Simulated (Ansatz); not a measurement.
Electronic density of states of amorphous In9Ga9Zn9O39Mo, density 5.79 g/cm³, on a 2×2×2 Γ-centred mesh with a Gaussian width of 0.1 eV; energies count from the Fermi level, whose place inside the gap is arbitrary. Cell and mesh are small, so fine structure isn't converged. All values below come from PBE, scalar-relativistic without spin-orbit coupling (plane waves to 420 eV, PAW; Ansatz, a program for electronic structure). Sampling: a 2×2×2 Γ-centred mesh; Fermi-Dirac width 0.02 eV; no spin polarisation. At PBE the levels at the filled edge of the gap are localised (band-tail or defect states).

Preparation: random packing, a CHGNet melt and quench, and a DFT relaxation. O atoms were pushed apart under 1.9 Å during the dynamics, to hinder bonds among them. The hot cell started wider than the set density and was brought back towards it in steps. It is the lowest in DFT energy of 2 quenches. It is a model cell: composition and starting density were chosen by hand, and all elements were melted together. No dispersion term was used. Its density started from a set value of 5.79 and ended at 5.79 g/cm³. Cooling (nominally 320 K/ps over its main leg) ran many orders faster than in experiment, which tends to leave more defects and strain. Values belong to this one cell and scatter from quench to quench. The volume was held where the preparation left it and the shape relaxed, at a PBE pressure of 2.2 GPa. Stress components on the final sampling reach 2.4 GPa. Cycles of charging lowered its energy after that relaxation.

(E - EF (eV), states/(eV atom)): (-12.00, 0.00); (-11.90, 0.00); (-11.80, 0.00); (-11.70, 0.00); (-11.60, 0.00); (-11.50, 0.00); (-11.40, 0.00); (-11.30, 0.00); (-11.20, 0.00); (-11.10, 0.00); (-11.00, 0.00); (-10.90, 0.00); (-10.80, 0.00); (-10.70, 0.00); (-10.60, 0.00); (-10.50, 0.00); (-10.40, 0.00); (-10.30, 0.00); (-10.20, 0.00); (-10.10, 0.00); (-10.00, 0.00); (-9.90, 0.00); (-9.80, 0.00); (-9.70, 0.00); (-9.60, 0.00); (-9.50, 0.00); (-9.40, 0.00); (-9.30, 0.00); (-9.20, 0.00); (-9.10, 0.00); (-9.00, 0.00); (-8.90, 0.00); (-8.80, 0.00); (-8.70, 0.00); (-8.60, 0.00); (-8.50, 0.00); (-8.40, 0.00); (-8.30, 0.00); (-8.20, 0.00); (-8.10, 0.00); (-8.00, 0.00); (-7.90, 0.00); (-7.80, 0.00); (-7.70, 0.00); (-7.60, 0.00); (-7.50, 0.00); (-7.40, 0.00); (-7.30, 0.04); (-7.20, 0.13); (-7.10, 0.15); (-7.00, 0.15); (-6.90, 0.21); (-6.80, 0.37); (-6.70, 0.46); (-6.60, 0.43); (-6.50, 0.50); (-6.40, 0.60); (-6.30, 0.68); (-6.20, 0.72); (-6.10, 0.69); (-6.00, 0.68); (-5.90, 0.76); (-5.80, 0.76); (-5.70, 0.77); (-5.60, 0.88); (-5.50, 1.02); (-5.40, 1.20); (-5.30, 1.28); (-5.20, 1.36); (-5.10, 1.31); (-5.00, 1.16); (-4.90, 1.04); (-4.80, 0.90); (-4.70, 0.80); (-4.60, 0.73); (-4.50, 0.66); (-4.40, 0.62); (-4.30, 0.61); (-4.20, 0.59); (-4.10, 0.56); (-4.00, 0.56); (-3.90, 0.59); (-3.80, 0.60); (-3.70, 0.60); (-3.60, 0.60); (-3.50, 0.67); (-3.40, 0.63); (-3.30, 0.63); (-3.20, 0.72); (-3.10, 0.76); (-3.00, 0.72); (-2.90, 0.66); (-2.80, 0.65); (-2.70, 0.69); (-2.60, 0.69); (-2.50, 0.69); (-2.40, 0.70); (-2.30, 0.75); (-2.20, 0.74); (-2.10, 0.74); (-2.00, 0.79); (-1.90, 0.86); (-1.80, 0.85); (-1.70, 0.84); (-1.60, 0.91); (-1.50, 0.95); (-1.40, 0.94); (-1.30, 0.96); (-1.20, 1.00); (-1.10, 1.00); (-1.00, 0.94); (-0.90, 0.82); (-0.80, 0.59); (-0.70, 0.35); (-0.60, 0.22); (-0.50, 0.13); (-0.40, 0.02); (-0.30, 0.00); (-0.20, 0.00); (-0.10, 0.00); (0.00, 0.00); (0.10, 0.00); (0.20, 0.00); (0.30, 0.00); (0.40, 0.01); (0.50, 0.02); (0.60, 0.01); (0.70, 0.00); (0.80, 0.00); (0.90, 0.00); (1.00, 0.00); (1.10, 0.00); (1.20, 0.00); (1.30, 0.01); (1.40, 0.02); (1.50, 0.02); (1.60, 0.05); (1.70, 0.08); (1.80, 0.14); (1.90, 0.13); (2.00, 0.10); (2.10, 0.14); (2.20, 0.17); (2.30, 0.12); (2.40, 0.10); (2.50, 0.11); (2.60, 0.07); (2.70, 0.06); (2.80, 0.08); (2.90, 0.08); (3.00, 0.05); (3.10, 0.07); (3.20, 0.12); (3.30, 0.21); (3.40, 0.20); (3.50, 0.16); (3.60, 0.18); (3.70, 0.17); (3.80, 0.18); (3.90, 0.23); (4.00, 0.22); (4.10, 0.19); (4.20, 0.22); (4.30, 0.26); (4.40, 0.27); (4.50, 0.24); (4.60, 0.19); (4.70, 0.21); (4.80, 0.28); (4.90, 0.30); (5.00, 0.28); (5.10, 0.31); (5.20, 0.33); (5.30, 0.32); (5.40, 0.31); (5.50, 0.29); (5.60, 0.31); (5.70, 0.32); (5.80, 0.30); (5.90, 0.32); (6.00, 0.28); (6.10, 0.27); (6.20, 0.31); (6.30, 0.35); (6.40, 0.31); (6.50, 0.27); (6.60, 0.30); (6.70, 0.37); (6.80, 0.36); (6.90, 0.29); (7.00, 0.26); (7.10, 0.28); (7.20, 0.29); (7.30, 0.30); (7.40, 0.27)

The level gap on this mesh is 1.05 eV; the broadening fills part of it in the curve.
